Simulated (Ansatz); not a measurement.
NiAs-type NiSb, treated with r²SCAN+SOC (PAW; Ansatz, an electronic-structure program).

Settings: plane-wave cutoff 560 eV, 18×18×12 k mesh (along the axes of the cell as run), Fermi–Dirac smearing 0.05 eV, PAW data made under PBE.

Properties against volume:

Shape and atoms are relaxed at each volume.

```csv
V (Å³/atom),P (GPa),c (Å),a (Å)
16.448,5.59,5.046,3.880
16.790,2.63,5.085,3.905
17.133,0.00,5.122,3.931
17.476,-2.33,5.159,3.956
17.818,-4.40,5.196,3.980
```

Note: the bulk modulus comes from volumes at which shape and atoms were relaxed.
